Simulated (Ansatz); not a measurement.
Take MoSi₂ (space group I4/mmm, No. 139) as the base.

```
MoSi2
1.0
   -1.60086     1.60086     3.90929
    1.60086    -1.60086     3.90929
    1.60086     1.60086    -3.90929
Mo Si
1 2
Direct
  0.00000   0.00000   0.00000
  0.33530   0.33530   0.00000
  0.66470   0.66470   0.00000
```

Cartesian axes are those of the cell as printed.

Level of theory: r2SCAN (Ansatz, a first-principles code), no SOC.

Base values:

The volume per atom is 13.36 Å³ and the band gap comes out as zero.

It is then changed as follows: uniaxial stress, 1 GPa compression along x; all other stress components relax to zero.

Question: What does the calculation give for the volume per atom after the change?

Answer: The volume per atom drops by 0.02 Å³ to 13.34 Å³.

Question: What happens to the band gap?

Answer: The band gap remains zero.

The mesh was chosen for an insulator and is coarse for the gapless case. Load acts through the strain it causes; cell and atoms are relaxed under it. Stability under load was not tested beyond the relaxation. All final runs are without spin polarisation.
